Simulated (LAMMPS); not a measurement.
LAMMPS 22 Jul 2025, classical MD, Stillinger-Weber (Si.sw): Si, 512000 atoms.

```text
units metal
atom_style atomic
read_data unit.data
replicate 40 40 40
pair_style sw
pair_coeff * * Si.sw Si
velocity all create 1600 4928 dist gaussian loop geom
fix 1 all nve
fix 2 all langevin 800 800 0.04 9876 zero yes
timestep 0.001
thermo 100
run 300
reset_timestep 0
write_restart start.rst
```

```text
read_restart start.rst
pair_style sw
pair_coeff * * Si.sw Si
neighbor 2.0 bin
neigh_modify every 1 delay 0 check no
fix 1 all nve
timestep 0.001
thermo_style custom step temp pe etotal press
thermo_modify format float %.10g
thermo 100
group probe id 1:48
dump probe probe custom 1000000 forces.txt id fx fy fz
dump_modify probe sort id format float %.8g
run 400
```

```bash
# ahead of the timed run: OMP_NUM_THREADS=1 mpirun -np 48 lmp -in in.warm -log none -nocite
OMP_NUM_THREADS=1 mpirun -np 32 lmp -in in.lmp -log log.lammps -nocite
```

Hardware: Arm Neoverse V2, 96 cores on 1 socket, no SMT, 1 L3 cache group.

On 32 ranks this takes 18 s. Wall times, medians of two to five repeats, each run alone on the node (launch to exit). Processes are pinned to neighbouring cores unless said otherwise. The times hold for this build (PyPI wheel: MPICH, OPENMP and OPT packages). Scratch files lie in a memory file system. A preparatory run goes ahead and isn't timed.

What should be changed to get the same answer (within 1.0 meV/atom in energy, 10 meV/Å in forces on 48 atoms, 0.20 meV an atom in drift of the total energy) sooner? Keep to 32 cores.

Several could match; the one computed here: going from neigh_modify = every 1 delay 0 check no to neigh_modify = every 10 delay 0 check yes, one of the fastest among the values tried that keep the result.

```diff
-neigh_modify every 1 delay 0 check no
+neigh_modify every 10 delay 0 check yes
```

Time: 18 s to 8.5 s (2.1× as fast). List entries an atom go from 36 to 36, Neigh from 7.9 to 0.078 s and Pair from 7.9 to 7.9 s. Neighbour list builds go from 400 to 4. These two results differ by: energy equal as printed, forces on 48 atoms equal as printed, drift of the total energy equal as printed. Others tried: neigh_modify = every 1 delay 10 check yes (8.6 s); neigh_modify = every 1 delay 0 check yes (9.2 s). Repeats scatter by up to 11 %. 7 planned settings were not run, for want of time.
